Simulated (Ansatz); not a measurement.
Substrate model: monolayer graphene, 5x5 cell, one far atom fixed; cell 12.3 x 12.3 Å at 60°; in-plane lattice constant set by hand. Level of theory: PBE-D3(BJ) (plane waves to 420 eV, PAW; Ansatz, an electronic-structure program). Sampling: 3x3x1 k points. The slab states were run without spin polarisation. Results hold for this cell, coverage and mesh. Each barrier is the saddle point's height over the relaxed start (climbing-image NEB, finished by a saddle search where needed); no vibrational corrections are included. The ends were relaxed from one prepared geometry each.

Step: B2H6 dissociates at its B-H bond, H on C and B on C (ending with C(24)-B(a0), C(25)-H(a4)).

Top of the path, atoms near the reaction:

| atom | x (Å) | y (Å) | z (Å) |
|---|---|---|---|
| C(13) | 4.943 | 2.825 | 1.115 |
| C(14) | 4.943 | 4.256 | 1.122 |
| C(15) | 6.152 | 4.973 | 1.245 |
| C(16) | 6.167 | 6.377 | 1.153 |
| C(17) | 7.416 | 7.097 | 1.155 |
| C(22) | 6.182 | 2.107 | 1.128 |
| C(23) | 7.407 | 2.795 | 1.254 |
| C(24) | 7.371 | 4.226 | 1.602 |
| C(25) | 8.684 | 4.987 | 1.610 |
| C(26) | 8.644 | 6.420 | 1.245 |
| C(27) | 9.873 | 7.102 | 1.135 |
| C(32) | 8.631 | 2.107 | 1.168 |
| C(33) | 9.879 | 2.831 | 1.168 |
| C(34) | 9.906 | 4.234 | 1.252 |
| C(35) | 11.112 | 4.955 | 1.139 |
| C(36) | 11.112 | 6.386 | 1.139 |
| B(a0) | 7.752 | 4.419 | 3.201 |
| B(a1) | 6.356 | 5.116 | 4.404 |
| H(a2) | 5.999 | 4.006 | 4.063 |
| H(a3) | 7.431 | 5.556 | 3.724 |
| H(a4) | 8.913 | 5.101 | 2.926 |
| H(a5) | 8.306 | 3.504 | 3.727 |
| H(a6) | 5.638 | 6.000 | 4.014 |
| H(a7) | 6.800 | 5.177 | 5.520 |

A partial Hessian moves only the atoms 15, 23, 24, 25, 26, 34, a0, a4; the rest stay at rest.

Q: What modes does it give at the top, and is this a first-order saddle within these atoms?

A: 361i, 369, 463, 529, 578, 599, 681, 694, 704, 798, 840, 981, 1016, 1050, 1103, 1152, 1175, 1210, 1265, 1296, 1308, 1312, 1388, 1864 cm^-1. One clearly imaginary mode, so it is.

Q: At the start the same atoms give 260, 424, 544, 545, 579, 629, 673, 677, 701, 766, 786, 858, 879, 1058, 1119, 1141, 1173, 1205, 1235, 1375, 1396, 1470, 1487, 2587 cm^-1. What is the zero-point correction to the barrier, and the harmonic (Vineyard) prefactor?

A: Zero-point correction -0.07 eV, half the sum of the real modes at the top less that at the start, which turns the barrier of 2.82 eV into 2.75 eV. Prefactor about 1e+13 per second, the product of the start's frequencies over that of the top's real ones, within this small set of atoms; it goes with the uncorrected barrier, not with the corrected one.
